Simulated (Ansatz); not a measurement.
Cubic perovskite CsPbBr3 (cubic high-temperature phase), treated with PBE (plane waves, PAW; Ansatz, a first-principles code).

Run with plane-wave cutoff 500 eV, 6×6×6 k mesh, gaussian smearing 0.02 eV, scalar-relativistic PAW data made under PBE.

Cell (relaxed at this level):

Space group Pm-3m (No. 221); a = 6.0022 Å, b = 6.0022 Å, c = 6.0022 Å, α = 90.00°, β = 90.00°, γ = 90.00°

```json
[
 {"atom": "Cs", "site": "1a", "symmetry": "m-3m", "x": "0.0000", "y": "0.0000", "z": "0.0000"},
 {"atom": "Pb", "site": "1b", "symmetry": "m-3m", "x": "0.5000", "y": "0.5000", "z": "0.5000"},
 {"atom": "Br", "site": "3c", "symmetry": "4/mm.m", "x": "0.0000", "y": "0.5000", "z": "0.5000"}
]
```

Task: Give the computed band gap.

Result: 
- band gap: 1.78 eV (on the SCF k mesh)

Note: the relaxation could not lower the start's symmetry, so the cell can be a saddle point above a distorted one.

Spin–orbit coupling is not included; with these elements it can move the gap by several tenths of an eV or more.

Computed values are for the static lattice.

The result took around 50 core-seconds (rough).
